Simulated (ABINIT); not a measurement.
A self-consistent single point of CuI (F-43m, 2 atoms in the cell) with ABINIT

Method of the run: PBE, PAW (JTH v2.0 PBE PAW) (plane waves; ABINIT).

This input was run:

```
# CuI, JTH v2.0 PBE PAW
pp_dirpath "./"
pseudos "Cu.GGA_PBE-JTH.xml, I.GGA_PBE-JTH.xml"
acell 3*1.0 Angstrom
rprim
        -0.0000000000    3.0250000000    3.0250000000
         3.0250000000   -0.0000000000    3.0250000000
         3.0250000000    3.0250000000   -0.0000000000
natom 2
ntypat 2
znucl 29 53
typat 1 2
xred
         0.0000000000    0.0000000000    0.0000000000
         0.2500000000    0.2500000000    0.2500000000
ecut 30
pawecutdg 60
ixc 11
occopt 3
tsmear 0.00036749
nband 18
kptopt 1
ngkpt 5 5 5
nshiftk 1
shiftk 0 0 0
nstep 100
tolvrs 1.0e-12
prtwf 0
prtden 0
prtvol 1
```

Log, with long lists cut:

```
 Symmetries : space group F-4 3 m (#216); Bravais cF (face-center cubic)

 -outvars: echo values of preprocessed input variables --------
            acell      1.8897261329E+00  1.8897261329E+00  1.8897261329E+00 Bohr
             ecut      3.00000000E+01 Hartree
              ixc          11
         kptrlatt        5    0    0      0    5    0      0    0    5
          kptrlen      4.04212044E+01
            natom           2
            nband          18
            ngfft          40      40      40
          ngfftdg          60      60      60
             nkpt          10
            nstep         100
             nsym          24
           ntypat           2
           occopt           3
        pawecutdg      6.00000000E+01 Hartree
            rprim     -0.0000000000E+00  3.0250000000E+00  3.0250000000E+00
                       3.0250000000E+00 -0.0000000000E+00  3.0250000000E+00
                       3.0250000000E+00  3.0250000000E+00 -0.0000000000E+00
          spgroup         216
           tolvrs      1.00000000E-12
           tsmear      3.67490000E-04 Hartree
            typat      1  2
           useylm           1
             xred      0.0000000000E+00  0.0000000000E+00  0.0000000000E+00
                       2.5000000000E-01  2.5000000000E-01  2.5000000000E-01
            znucl       29.00000   53.00000

== DATASET  1 ==================================================================

 Exchange-correlation functional for the present dataset will be:
  GGA: Perdew-Burke-Ernzerhof functional - ixc=11
 Citation for XC functional:
  J.P.Perdew, K.Burke, M.Ernzerhof, PRL 77, 3865 (1996)

 Real(R)+Recip(G) space primitive vectors, cartesian coordinates (Bohr,Bohr^-1):
 R(1)=  0.0000000  5.7164216  5.7164216  G(1)= -0.0874673  0.0874673  0.0874673
 R(2)=  5.7164216  0.0000000  5.7164216  G(2)=  0.0874673 -0.0874673  0.0874673
 R(3)=  5.7164216  5.7164216  0.0000000  G(3)=  0.0874673  0.0874673 -0.0874673
 Unit cell volume ucvol=  3.7359645E+02 bohr^3
 Angles (23,13,12)=  6.00000000E+01  6.00000000E+01  6.00000000E+01 degrees

 Coarse grid specifications (used for wave-functions):

 getcut: wavevector=  0.0000  0.0000  0.0000  ngfft=  40  40  40
         ecut(hartree)=     30.000   => boxcut(ratio)=   2.00676

 Fine grid specifications (used for densities):

 getcut: wavevector=  0.0000  0.0000  0.0000  ngfft=  60  60  60
         ecut(hartree)=     60.000   => boxcut(ratio)=   2.12849

   3.12897889E+03                                ecore*ucvol(ha*bohr**3)

_setup2: Arith. and geom. avg. npw (full set) are    2932.440    2932.417

--- !BeginCycle
solver: {iscf: 17, nstep: 100, nline: 4, wfoptalg: 10, }
tolerances: {tolvrs: 1.00E-12, }
...

     iter   Etot(hartree)      deltaE(h)  residm     nres2
 ETOT  1  -205.41224563385    -2.054E+02 4.042E+01 1.445E+01
 ETOT  2  -209.75987555938    -4.348E+00 1.809E-01 1.039E+02
 ETOT  3  -209.66192234229     9.795E-02 6.619E-02 7.581E+00
 ETOT  4  -209.64587686167     1.605E-02 8.856E-03 2.755E+00
 ETOT  5  -209.63829016413     7.587E-03 1.243E-03 5.003E-01
 ETOT  6  -209.63690661934     1.384E-03 4.192E-04 2.638E-02
   [... 8 lines left out ...]
 ETOT 15  -209.63705827661    -4.130E-11 3.252E-08 3.883E-09
 ETOT 16  -209.63705827661     7.674E-13 1.943E-08 2.491E-10
 ETOT 17  -209.63705827661    -4.547E-12 4.953E-09 2.179E-10
 ETOT 18  -209.63705827661    -6.821E-13 2.954E-09 2.302E-11
 ETOT 19  -209.63705827661    -3.979E-13 7.529E-10 6.248E-13

 At SCF step   19       nres2   =  6.25E-13 < tolvrs=  1.00E-12 =>converged.

 Cartesian components of stress tensor (hartree/bohr^3)
  sigma(1 1)= -3.35505015E-05  sigma(3 2)=  0.00000000E+00
  sigma(2 2)= -3.35505015E-05  sigma(3 1)=  0.00000000E+00
  sigma(3 3)= -3.35505015E-05  sigma(2 1)=  0.00000000E+00

 ----iterations are completed or convergence reached----

 reduced coordinates (array xred) for    2 atoms
       0.000000000000      0.000000000000      0.000000000000
       0.250000000000      0.250000000000      0.250000000000
 cartesian forces (eV/Angstrom) at end:
    1     -0.00000000000000    -0.00000000000000    -0.00000000000000
    2     -0.00000000000000    -0.00000000000000    -0.00000000000000
 frms,max,avg= 0.0000000E+00 0.0000000E+00   0.000E+00  0.000E+00  0.000E+00 e/A
 length scales=  1.889726132886  1.889726132886  1.889726132886 bohr
              =  1.000000000000  1.000000000000  1.000000000000 angstroms
 Fermi (or HOMO) energy (hartree) =  -0.02576   Average Vxc (hartree)=  -0.32576
 Eigenvalues (hartree) for nkpt=  10  k points:
 kpt#   1, nband= 18, wtk=  0.00800, kpt=  0.0000  0.0000  0.0000 (reduced coord)
  -4.14607   -2.58104   -2.58104   -2.58104   -0.56636   -0.18383   -0.18383   -0.18383
  -0.11658   -0.11658   -0.04822   -0.04822   -0.04822   -0.00684    0.13065    0.13065
   0.13065    0.26444
      occupation numbers for kpt#   1
   2.00000    2.00000    2.00000    2.00000    2.00000    2.00000    2.00000    2.00000
   2.00000    2.00000    2.00000    2.00000    2.00000    0.00000    0.00000    0.00000
   0.00000    0.00000
 prteigrs : prtvol=0 or 1, do not print more k-points.

--- !EnergyTerms
comment             : Components of total free energy in Hartree
kinetic             :  1.45289415076716E+01
hartree             :  7.52707437342750E+01
xc                  : -6.94967392526547E+00
Ewald energy        : -9.15392785233564E+01
psp_core            :  8.37529077166867E+00
local_psp           : -1.75869184171553E+02
spherical_terms     : -3.34538977050874E+01
internal            : -2.09637058311647E+02
'-kT*entropy'       :  4.07674090354187E-16
total_energy        : -2.09637058311647E+02
total_energy_eV     : -5.70451446499942E+03
...

-Cartesian components of stress tensor (GPa)         [Pressure=  9.8709E-01 GPa]
- sigma(1 1)= -9.87089667E-01  sigma(3 2)=  0.00000000E+00
- sigma(2 2)= -9.87089667E-01  sigma(3 1)=  0.00000000E+00
- sigma(3 3)= -9.87089667E-01  sigma(2 1)=  0.00000000E+00

 Calculation completed.
```

The run converged in 19 iterations.

The starting cell has typed, rounded lattice constants, without a prior relaxation at this level.

These are the values that this program gave, and no reference: the one-centre exchange-correlation terms come from a truncated expansion.
